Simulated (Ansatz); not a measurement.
The reference is TiC in the rock salt structure (space group Fm-3m, No. 225; a = 4.329 Å; relaxed with 0.1 eV smearing). Axes: x, y, z lie along the cube axes.

Method: Kohn–Sham DFT with the r2SCAN functional, run in Ansatz (a quantum-chemistry and plane-wave program) with PAW and 500 eV plane waves, no spin-orbit coupling, earlier PAW set.

A first run, uniaxial strain ε_yy = +1.39 %, gives secant values C11 ≈ 490 GPa and C12 ≈ 130 GPa from its stress. A second run applies uniaxial stress, 3 GPa tension along z.

Task: What does linear elasticity predict for Young's modulus in the second run, and what does the run give?

Result: Linear elasticity: (C11 − C12)(C11 + 2 C12)/(C11 + C12) = 440 GPa. The run gives 460 GPa; any difference comes from nonlinear terms at these strains and numerical noise.

Beyond what the load breaks, stability against distortions was not tested. The final runs are not spin-polarised.
